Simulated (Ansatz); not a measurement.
AlB2-type TiB2, treated with BLYP in Ansatz (PAW).

Numerical settings: plane-wave cutoff 520 eV, 24×24×20 k mesh (along the axes of the cell as run), Fermi–Dirac smearing 0.052 eV (set by the program), no spin polarisation, scalar-relativistic PAW data made under PBE.

Cell (relaxed at this level):

```cif
data_B2Ti
_chemical_formula_sum 'Ti1 B2'
_space_group_name_H-M_alt 'P6/mmm'
_space_group_IT_number 191
_space_group_name_Hall '-P 6 2'
_cell_length_a 3.04270
_cell_length_b 3.04270
_cell_length_c 3.29072
_cell_angle_alpha 90.000
_cell_angle_beta 90.000
_cell_angle_gamma 120.000
loop_
_atom_site_label
_atom_site_type_symbol
_atom_site_symmetry_multiplicity
_atom_site_Wyckoff_symbol
_atom_site_fract_x
_atom_site_fract_y
_atom_site_fract_z
_atom_site_occupancy
Ti1 Ti 1 a 0.00000 0.00000 0.00000 1
B1 B 2 d 0.33333 0.66667 0.50000 1
```

Predict the elastic constant C66, Young modulus, Voigt–Reuss–Hill shear modulus (Hill average), Poisson ratio, elastic constant C13, elastic constant C11, elastic constant C12, elastic constant C33 and elastic constant C44.


- elastic constant C66 = 269 GPa
- Young modulus = 523 GPa
- Voigt–Reuss–Hill shear modulus (Hill average) = 232 GPa
- Poisson ratio = 0.127
- elastic constant C13 = 91.6 GPa
- elastic constant C11 = 606 GPa
- elastic constant C12 = 67.9 GPa
- elastic constant C33 = 417 GPa
- elastic constant C44 = 223 GPa

Measured, for comparison: elastic constant C13 93 GPa, elastic constant C11 660 GPa, elastic constant C12 48 GPa, elastic constant C33 432 GPa, elastic constant C44 260 GPa (temperature not stated, not corrected to a static lattice; as tabulated in Liu et al. (2023), arXiv:2002.00005). Computed (rounded) less measured: elastic constant C13 -2 %, elastic constant C11 -8 %, elastic constant C12 +41 %, elastic constant C33 -3 %, elastic constant C44 -14 %.

Elastic constants are with the ions relaxed.

Computed values are for the static lattice.

Ansatz is a first-principles code.
